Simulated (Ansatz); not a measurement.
WO3 (model structure, Pnma, No. 62, 16 atoms in the cell) was calculated with PBEsol (PAW; Ansatz, a quantum-chemistry and plane-wave program).

Settings: plane-wave cutoff 520 eV, 4×10×10 k mesh (along the axes of the cell as run), Fermi–Dirac smearing 0.01 eV, no spin polarisation, scalar-relativistic PAW data made under PBE.

Cell (relaxed at this level):

```yaml
crystal:
  lattice:
    - [15.68976, 0.00000, 0.00000]
    - [0.00000, 3.72996, 0.00000]
    - [0.00000, 0.00000, 3.77227]
  atoms:
    - { symbol: W, position: [0.59474, 0.25000, 0.47485] }
    - { symbol: W, position: [0.40526, 0.75000, 0.52515] }
    - { symbol: W, position: [0.90526, 0.75000, 0.97485] }
    - { symbol: W, position: [0.09474, 0.25000, 0.02515] }
    - { symbol: O, position: [0.70226, 0.25000, 0.48548] }
    - { symbol: O, position: [0.29774, 0.75000, 0.51452] }
    - { symbol: O, position: [0.79774, 0.75000, 0.98548] }
    - { symbol: O, position: [0.20226, 0.25000, 0.01452] }
    - { symbol: O, position: [0.43830, 0.25000, 0.49784] }
    - { symbol: O, position: [0.56170, 0.75000, 0.50216] }
    - { symbol: O, position: [0.06170, 0.75000, 0.99784] }
    - { symbol: O, position: [0.93830, 0.25000, 0.00216] }
    - { symbol: O, position: [0.57703, 0.25000, 0.99078] }
    - { symbol: O, position: [0.42297, 0.75000, 0.00922] }
    - { symbol: O, position: [0.92297, 0.75000, 0.49078] }
    - { symbol: O, position: [0.07703, 0.25000, 0.50922] }
```

Q: Predict the band gap.

A: 
- band gap: 1.10 eV (on the SCF k mesh)

Note: the relaxation could raise the start's symmetry but not lower it, so the cell can be a saddle point.

Spin–orbit coupling is not included.

A model structure was made by putting elements into a prototype or built by hand; it is no filed structure, need not be a known phase, and can be a saddle point held by its symmetry.
